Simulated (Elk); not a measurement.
Worked example: self-consistent single point of Ag (Fm-3m, 1 atom in the cell) in Elk.

Computed with PBE, all-electron FP-LAPW, Elk's shipped species files, APW+lo basis with extra local orbitals run with Elk.

The change in words: lattice scaled by 0.98; gmaxvr: 16 1/bohr → 8.8 1/bohr. Reference geometry:
```yaml
crystal:
  lattice:
    - [0.00000, 2.05523, 2.05523]
    - [2.05523, 0.00000, 2.05523]
    - [2.05523, 2.05523, 0.00000]
  atoms:
    - { symbol: Ag, position: [0.00000, 0.00000, 0.00000] }
```

Reference input (self-consistent single point, DFT, PBE, all-electron FP-LAPW, Elk's shipped species files, APW+lo basis with extra local orbitals): xctype = 20; rgkmax = 8; swidth = 0.00367493 Ha; ngridk = 10 10 10; gmaxvr = 16 1/bohr; nxlo = 2; lorbcnd = true; rmtscf = 0.99; lmaxi = 3; maxscl = 100. This run's input differs from it in these lines:

```diff
@@ -10,3 +10,3 @@
 gmaxvr
-  16.0
+  8.8
 
@@ -31,3 +31,3 @@
 scale
-  5.492540134
+  5.382690667
```

Output (repeated stretches shortened):

```
│ Self-consistent loop started │
│ Loop number : 1 │
 total energy                :     -5315.37438460
│ Loop number : 2 │
 total energy                :     -5315.58010731
RMS change in Kohn-Sham potential (target) :   0.1184546015     (  0.1000000000E-05)
Absolute change in total energy (target)   :   0.2057227125     (  0.1000000000E-03)
│ Loop number : 3 │
 total energy                :     -5315.79153448
RMS change in Kohn-Sham potential (target) :   0.1136543195     (  0.1000000000E-05)
Absolute change in total energy (target)   :   0.2628578387     (  0.1000000000E-03)
│ Loop number : 4 │
   [... lines left out ...]
Absolute change in total energy (target)   :   0.8765144721E-03 (  0.1000000000E-03)
│ Loop number : 14 │
 total energy                :     -5317.38937960
RMS change in Kohn-Sham potential (target) :   0.2911151455E-06 (  0.1000000000E-05)
Absolute change in total energy (target)   :   0.2778507169E-03 (  0.1000000000E-03)
│ Loop number : 15 │
 total energy                :     -5317.38938400
RMS change in Kohn-Sham potential (target) :   0.9054167755E-07 (  0.1000000000E-05)
Absolute change in total energy (target)   :   0.7385711251E-04 (  0.1000000000E-03)
Convergence targets achieved

│ Loop number : 16 │

Energies :
 Fermi                       :     0.265091442493
 total energy                :     -5317.38938131

Density of states at Fermi energy :    10.08356042
 (states/Hartree/unit cell)

Estimated indirect band gap :   0.1127226196E-01
 from k-point     34 to k-point     11
Estimated direct band gap   :   0.1094242093
 at k-point     11

Charges :
 core                        :    28.00000000
 valence                     :    19.00000000
 interstitial                :    1.008259354
 muffin-tins (core leakage)
  species :    1 (Ag)
   atom    1                 :    45.99174065     (  0.1682067818E-08)
 total in muffin-tins        :    45.99174065
 total calculated charge     :    46.99964719
 total charge                :    47.00000000
 error                       :   0.3528117234E-03

│ Self-consistent loop stopped │
```

The run converged in 16 iterations. The count includes the last loop, which Elk runs after its targets are met. Against the reference run the free energy rises by 43.8 meV/atom.

The starting cell has typed, rounded lattice constants, without a prior relaxation at this level. Its lattice was rescaled by up to half a per cent. For this run, on top of that: lattice scaled by 0.98. Values depend on the basis (sphere radii, cutoffs, local orbitals), which need not be converged. The log's line on a gap gives a spacing of levels on this mesh, which the program prints for metals too.
